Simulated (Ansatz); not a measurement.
Data:

```yaml
crystal:
  lattice:
    - [0.00000, 2.08785, 2.08785]
    - [2.08785, 0.00000, 2.08785]
    - [2.08785, 2.08785, 0.00000]
  atoms:
    - { symbol: Ti, position: [0.00000, 0.00000, 0.00000] }
    - { symbol: C, position: [0.50000, 0.50000, 0.50000] }
```

No spin polarisation.

Computed with LDA, PAW, 420 eV (Ansatz, an electronic-structure program; spin-orbit coupling left out). Γ-centred 23×23×23 mesh, Fermi–Dirac width 0.1 eV.

**Question.** Predict the band gap, pressure and space group.

**Answer.** 
```json
{
 "band_gap": "zero",
 "pressure": "19.3 GPa",
 "space_group": "Fm-3m (No. 225)"
}
```

The cells carry an imposed strain or load. Stability against distortions was not tested. All final runs are without spin polarisation. The cell was made from TiC in the rock salt structure (space group Fm-3m, No. 225) by this change: isotropic strain −2.00 %.
